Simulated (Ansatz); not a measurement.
**What pressure −2 GPa does to CdSe**

Consider CdSe in the wurtzite structure (space group P6_3mc, No. 186; a = 4.248 Å, c = 6.941 Å).

Perturbation: hydrostatic tension (pressure −2 GPa).

All numbers come from Ansatz (an electronic-structure program), LDA, PAW, cutoff 420 eV, spin-orbit coupling left out. k-mesh 9×9×5 (Γ-centred); smearing 0.05 eV (Fermi–Dirac).

| quantity | base | changed | shift |
|---|---|---|---|
| volume per atom | 27.11 Å³ | 28.17 Å³ | +1.054 Å³ |
| density | 5.86 g/cm³ | 5.64 g/cm³ | -0.22 g/cm³ |
| lattice parameter a | 4.248 Å | 4.303 Å | +0.055 Å |
| c/a ratio | 1.634 | 1.633 | -0.001 |
| shortest interatomic distance | 2.600 Å | 2.633 Å | +0.033 Å |
| enthalpy H = E + PV relative to the base's energy | – | -0.34 eV/atom | – |
| band gap | 0.46 eV | 0.38 eV | -0.08 eV |
| gap character | direct at Γ | direct at Γ | – |
| mean gap deformation potential ΔEg/Δln V | – | -2.1 eV | – |
| electron mass | 0.047 mₑ (at Γ) | 0.041 mₑ (at Γ) | – |
| valence-band top at Γ (three highest levels, from the VBM) | 0.00, 0.00, -0.07 eV | 0.00, 0.00, -0.06 eV | – |

Cost of the whole job for the changed cell (relaxation, final SCF and bands): around 50 core-seconds (rough).

Load acts through the strain it causes; cell and atoms are relaxed under it. Masses are band curvatures over ±0.01 Å⁻¹ around the edge. Whether these cells are dynamically stable was not tested.
